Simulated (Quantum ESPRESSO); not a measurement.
Input and output of a self-consistent single point for LaSi₂ (I4_1/amd, 6 atoms in the cell) (Quantum ESPRESSO).

Level of theory: PBEsol, GBRV 1.5 ultrasoft (PBESOL) pseudopotentials (plane waves; Quantum ESPRESSO 7.5).

The change in words: lattice scaled by 0.98. Reference geometry:
```yaml
crystal:
  lattice:
    - [-2.19417, 2.19417, 6.80509]
    - [2.19417, -2.19417, 6.80509]
    - [2.19417, 2.19417, -6.80509]
  atoms:
    - { symbol: La, position: [0.50000, 0.50000, 0.00000] }
    - { symbol: La, position: [0.25000, 0.75000, 0.50000] }
    - { symbol: Si, position: [0.83577, 0.33577, 0.50000] }
    - { symbol: Si, position: [0.08577, 0.08577, 0.00000] }
    - { symbol: Si, position: [0.91423, 0.91423, 0.00000] }
    - { symbol: Si, position: [0.66423, 0.16423, 0.50000] }
```

Reference input (self-consistent single point, DFT, PBEsol, plane waves, GBRV 1.5 ultrasoft (PBESOL) pseudopotentials): ecutwfc = 40 Ry; ecutrho = 200 Ry; occupations = smearing; smearing = fermi-dirac; degauss = 0.0073499 Ry; potentials = {La: la_pbesol_v1.uspp.F.UPF, Si: si_pbesol_v1.uspp.F.UPF}; K_POINTS = automatic 7 7 7 0 0 0; conv_thr = 1e-09 Ry; mixing_beta = 0.3. This run's input differs from it in these lines:

```diff
@@ -10,3 +10,3 @@
   ibrav = 0
-  celldm(1) = 14.13357813
+  celldm(1) = 13.85090650
   nat = 6
@@ -27,5 +27,5 @@
 CELL_PARAMETERS {alat}
-  -0.29337089     0.29337089     0.90987199
-   0.29337089    -0.29337089     0.90987199
-   0.29337089     0.29337089    -0.90987199
+  -0.29337094     0.29337094     0.90987196
+   0.29337094    -0.29337094     0.90987196
+   0.29337094     0.29337094    -0.90987196
 ATOMIC_POSITIONS {crystal}
```

The program printed (abridged):

```
     Self-consistent Calculation

     iteration #  1     ecut=    40.00 Ry     beta= 0.30

     Threshold (ethr) on eigenvalues was too large:
     Diagonalizing with lowered threshold

     negative rho (up, down):  1.369E-01 0.000E+00

     total energy              =    -242.93972625 Ry
     estimated scf accuracy    <       0.03715966 Ry

     iteration #  2     ecut=    40.00 Ry     beta= 0.30

     negative rho (up, down):  1.111E-01 0.000E+00

     total energy              =    -242.93556670 Ry
     estimated scf accuracy    <       0.01519513 Ry

     iteration #  3     ecut=    40.00 Ry     beta= 0.30

     negative rho (up, down):  1.029E-01 0.000E+00

     total energy              =    -242.93624959 Ry
     estimated scf accuracy    <       0.00124523 Ry

   [... 7 blocks of this kind left out ...]

     iteration # 11     ecut=    40.00 Ry     beta= 0.30

     negative rho (up, down):  1.036E-01 0.000E+00

     total energy              =    -242.93684879 Ry
     estimated scf accuracy    <          6.6E-09 Ry

     iteration # 12     ecut=    40.00 Ry     beta= 0.30
     c_bands:  1 eigenvalues not converged
     c_bands:  1 eigenvalues not converged

     negative rho (up, down):  1.036E-01 0.000E+00
     End of self-consistent calculation

     the Fermi energy is    11.6541 ev

!    total energy              =    -242.93684881 Ry
     estimated scf accuracy    <          3.1E-10 Ry
     smearing contrib. (-TS)   =      -0.00630716 Ry
     internal energy E=F+TS    =    -242.93054165 Ry

     convergence has been achieved in  12 iterations

     negative rho (up, down):  1.036E-01 0.000E+00

     Forces acting on atoms (cartesian axes, Ry/au):

     atom    1 type  1   force =    -0.00000000    0.00000000   -0.00000000
     atom    2 type  1   force =    -0.00000000    0.00000000   -0.00000000
     atom    3 type  2   force =    -0.00000000    0.00000000    0.00408791
     atom    4 type  2   force =    -0.00000000   -0.00000000    0.00408791
     atom    5 type  2   force =    -0.00000000    0.00000000   -0.00408791
   [... lines left out ...]
     Total force =     0.008176     Total SCF correction =     0.000006
   [... lines left out ...]

     negative rho (up, down):  1.036E-01 0.000E+00
          total   stress  (Ry/bohr**3)                   (kbar)     P=       27.68
   0.00010608   0.00000000   0.00000000           15.61        0.00        0.00
  -0.00000000   0.00010608   0.00000000           -0.00       15.61        0.00
  -0.00000000  -0.00000000   0.00035223           -0.00       -0.00       51.81

   JOB DONE.
```

The run converged in 12 iterations. Against the reference run the free energy hardly moves (within 1 meV/atom), the pressure goes from -2.52 to 2.77 GPa and the largest force goes from 0.059 to 0.105 eV/Å.

The starting cell comes from a database of computed structures (which also holds hypothetical and non-ambient phases and stackings), without a prior relaxation at this level. For this run, on top of that: lattice scaled by 0.98.

Cost on one core of a shared machine: roughly 3 min.
